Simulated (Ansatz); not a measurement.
The structure below was relaxed with DFT with PBE, PAW potentials and a 420 eV plane-wave cutoff in Ansatz (a first-principles code), no spin-orbit coupling, at pressure 3 GPa.

Space group Im-3m (No. 229); a = b = c = 2.8371 Å, α = β = γ = 90.00°

| atom | site | symmetry | x | y | z |
|---|---|---|---|---|---|
| Cr | 2a | m-3m | 0.0000 | 0.0000 | 0.0000 |

### Question
Write out a cell with all atoms.

### Answer
```cif
data_Cr2
_chemical_formula_sum 'Cr2'
_space_group_name_H-M_alt 'P 1'
_space_group_IT_number 1
_cell_length_a 2.83714
_cell_length_b 2.83714
_cell_length_c 2.83714
_cell_angle_alpha 90.000
_cell_angle_beta 90.000
_cell_angle_gamma 90.000
loop_
_space_group_symop_operation_xyz
  'x, y, z'
loop_
_atom_site_label
_atom_site_type_symbol
_atom_site_fract_x
_atom_site_fract_y
_atom_site_fract_z
_atom_site_occupancy
Cr1 Cr 0.00000 0.00000 0.00000 1
Cr2 Cr 0.50000 0.50000 0.50000 1
```
This is the conventional cell.

Load acts through the strain it causes; cell and atoms are relaxed under it. Stability against distortions was not tested. All final runs are without spin polarisation. The cell was made from Cr in the bcc (W type) structure (space group Im-3m, No. 229; non-magnetic) by this change: pressure 3 GPa. Real Cr is antiferromagnetic at low temperature and ambient pressure, an order that this cell doesn't hold.
